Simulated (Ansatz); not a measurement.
BP under load (space group R3m), r2SCAN with spin-orbit coupling, rigid bands run with Ansatz (an electronic-structure program). Condition of this run: uniaxial stress along [111] of -1 GPa (compression positive) (the target of the relaxation). Band gap 1.39 eV, N_c = 4.05e19 cm⁻³ and N_v = 1.83e19 cm⁻³ at 300 K, conductivity masses of 0.322 mₑ (electrons) and 0.397 mₑ (holes). Take k_BT = 0.02585 eV.

What built-in voltage has an abrupt junction with N_A = 1e17 and N_D = 1e17 cm⁻³, all dopants ionised?

V_bi = E_g/e − (k_BT/e) ln(N_c N_v/(N_A N_D)) = 1.39 − 0.02585 × 11.21 = 1.10 V, for the computed gap.

A film of it is 2 nm thick. Estimate the confinement energies in an infinite well.

ħ²π²/(2m t²) = 0.376 eV·nm²/(m/mₑ × t²) gives 292 meV for electrons and 237 meV for holes, so the gap would widen to about 1.92 eV. Finite barriers and nonparabolic bands lower this, and with several valleys or bands the heaviest mass along the normal sets the lowest level, not this average.

What thermal injection velocity √(2k_BT/πm) limits a ballistic channel?

9.48e6 cm/s for electrons and 8.54e6 cm/s for holes, a ratio of √(m_h/m_e) = 1.11, for dilute carriers.

Rigid bands with the computed gap; masses take one relaxation time for all states.
